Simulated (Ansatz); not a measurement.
The reference is Mg$_{2}$C (space group Pn-3m, No. 224; a = 4.839 Å; a hypothetical phase, not in the database extracts checked).

(Cell as relaxed with PBE.)

Levels (all Ansatz, an electronic-structure program, PAW): PBE (420 eV, scalar-relativistic without spin-orbit coupling); PBEsol (420 eV, without spin-orbit coupling).

Each level relaxes its own structure.

| quantity | PBE | PBEsol |
|---|---|---|
| volume per atom | 18.89 Å³ | 18.53 Å³ |
| lattice parameter a | 9.145 bohr | 9.087 bohr |
| band gap | zero | zero |

PBE's volume per atom lies 0.36 Å³ above PBEsol's (1.9 %); PBE's lattice parameter a lies 0.058 bohr above PBEsol's (0.6 %); the two agree on the band gap. Neither level is exact; PBEsol is the comparison here, not a measurement.

Whether these cells are dynamically stable was not tested. All final runs are without spin polarisation. The zero or small gap of Mg2C can change with the level of theory.
